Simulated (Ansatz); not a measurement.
We consider Pd2Al3 (P-3m1, No. 164, 5 atoms in the cell; start mp-10901), described by PBEsol in Ansatz (plane waves, PAW).

Numerical settings: plane-wave cutoff 520 eV, 18×18×12 k mesh (along the axes of the cell as run), Fermi–Dirac smearing 0.05 eV, scalar-relativistic PAW data made under PBE.

Cell (relaxed at this level):

Al₃Pd₂ is taken in the trigonal space group P-3m1 (No. 164), Pearson symbol hP5. Cell: a = 4.204 Å, b = 4.204 Å, c = 5.152 Å, α = 90.00°, β = 90.00°, γ = 120.00°. Al1 on 1a is surrounded by 6 Pd at 2.557 Å and 6 Al at 3.039 Å. Al2 on 2d sees 5 Pd at 2.521–2.635 Å and 3 Al at 2.851 Å and 3 Al at 3.039 Å. Pd on 2d is surrounded by 8 Al at 2.521–2.635 Å and 3 Pd at 2.910 Å. (Neighbours: up to the widest gap in distance over summed covalent radii, below 1.35, at either atom.)

### Question
What does this level give for the bulk modulus?

### Answer

- bulk modulus: 140 GPa

The run finds no gap.

Note: the bulk modulus is −V dP/dV from two relaxed cells at ±2 % in volume; the relaxation could not lower the start's symmetry, so the cell can be a saddle point above a distorted one.

Cost on a shared machine: very roughly 4 core-minutes.

A start named mp-… is a Materials Project structure, which need not be a measured phase.

Ansatz is a program for electronic structure.
